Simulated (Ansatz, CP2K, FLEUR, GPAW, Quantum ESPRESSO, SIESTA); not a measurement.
Code comparison for AlCr₂C (P6_3/mmc, 8 atoms in the cell)

Self-consistent single point, at a second geometry (lattice scaled by 0.98). First geometry:

```xyz
8
Lattice="2.7827 0.0000 0.0000 -1.3914 2.4099 0.0000 0.0000 0.0000 12.4123" Properties=species:S:1:pos:R:3 pbc="T T T"
Al     1.3914     0.8033     3.1031
Al     0.0000     1.6066     9.3093
Cr     0.0000     1.6066     5.1504
Cr     1.3914     0.8033     7.2620
Cr     1.3914     0.8033    11.3566
Cr     0.0000     1.6066     1.0558
C      0.0000     0.0000     6.2062
C      0.0000     0.0000     0.0000
```

Shared settings, as Ansatz (a first-principles code) writes them: kpoints.mp_grid.grid = 9 9 2; scf.occupations.method = fermi_dirac; scf.occupations.width = 0.136 eV. Potentials and cutoffs stand in the table.

```json
[
 {"code": "GPAW", "model": "PBE, GPAW PAW datasets PBE (gpaw-data 1.0.1)", "ΔF from the first geometry (meV/atom)": "112.8", "pressure (GPa)": "–", "largest force (eV/Å)": "1.790", "cutoff": "950 eV"},
 {"code": "SIESTA", "model": "GGA PBE, numerical atomic orbitals DZP, PseudoDojo PBE standard norm-conserving potentials (rewritten from UPF to PSML)", "ΔF from the first geometry (meV/atom)": "97.2", "pressure (GPa)": "35.97", "largest force (eV/Å)": "1.539", "cutoff": "grid 400 Ry"},
 {"code": "Quantum ESPRESSO", "model": "PBE, SSSP 1.1.2 efficiency (PBE) pseudopotentials", "ΔF from the first geometry (meV/atom)": "98.2", "pressure (GPa)": "36.00", "largest force (eV/Å)": "1.392", "cutoff": "50 Ry"},
 {"code": "FLEUR", "model": "PBE, all-electron FLAPW (FLEUR), scalar-relativistic valence", "ΔF from the first geometry (meV/atom)": "99.7", "pressure (GPa)": "–", "largest force (eV/Å)": "–", "cutoff": "Kmax 4.7 1/bohr"},
 {"code": "CP2K", "model": "PBE, GPW, DZVP-MOLOPT-SR-GTH basis, GTH-PBE potentials (GTH_POTENTIALS)", "ΔF from the first geometry (meV/atom)": "96.5", "pressure (GPa)": "35.62", "largest force (eV/Å)": "1.462", "cutoff": "grid 600 Ry"},
 {"code": "Ansatz", "model": "PBE, default PAW files", "ΔF from the first geometry (meV/atom)": "97.3", "pressure (GPa)": "35.55", "largest force (eV/Å)": "1.372", "cutoff": "default"}
]
```

A dash marks a value that a program does not give, or that is left out as unsure.

On Ansatz's run: spin polarisation is off.

The spread over the programs that give each value: ΔF from the first geometry within 16.3 meV/atom; pressure within 0.45 GPa; largest force within 0.418 eV/Å.

SIESTA and CP2K use small atom-centred bases, whose incompleteness enters pressures, forces and empty levels differently from a plane-wave cutoff. FLEUR treats all electrons, but the usual bases taken here (sphere radii, linearisation, local orbitals, empty states) were not tested for convergence, so the values are no reference for the others. Ansatz's pressure is given at a fixed set of plane waves, as the other plane-wave codes print theirs; with its correction for the finite basis it is 35.79 GPa (the shift of 0.24 GPa shows how far the cutoff is from converged). The pressure of GPAW is left out: its cutoff lies under the one at which its stress was checked. In the force vectors, GPAW (by 0.398) and SIESTA (by 0.147) lie more than 0.08 eV/Å from the median of the plane-wave programs.

The starting cell comes from a database of computed structures (which also holds hypothetical and non-ambient phases and stackings), without a prior relaxation at this level. Its lattice was rescaled by a random factor within 2.5 % of one. For this run, on top of that: lattice scaled by 0.98.

Keys are those of Ansatz 0.2.
